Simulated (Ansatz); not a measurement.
Results of PBEsol (plane waves, PAW; Ansatz, a first-principles code) for TaTlO₃ (Pm-3m, No. 221, 5 atoms in the cell; start mp-861873).

Numerical settings: plane-wave cutoff 520 eV, 8×8×8 k mesh, Fermi–Dirac smearing 0.01 eV, scalar-relativistic PAW data made under PBE.

Cell (relaxed with PBEsol):

```
CELL_PARAMETERS angstrom
      4.03359     0.00000     0.00000
      0.00000     4.03359     0.00000
      0.00000     0.00000     4.03359
ATOMIC_POSITIONS crystal
  Ta 0.50000 0.50000 0.50000
  Tl 0.00000 0.00000 0.00000
  O  0.50000 0.50000 0.00000
  O  0.00000 0.50000 0.50000
  O  0.50000 0.00000 0.50000
```

Estimate the band gap and direct gap at Γ that the calculation returns.


- band gap = 0.61 eV
- direct gap at Γ = 3.05 eV

Spin–orbit coupling is not included; with these elements it can move the gap by several tenths of an eV or more.

Static lattice: no zero-point or thermal effects.

It cost roughly 16 core-seconds of CPU time.

A start named mp-… is a Materials Project structure, which need not be a measured phase.
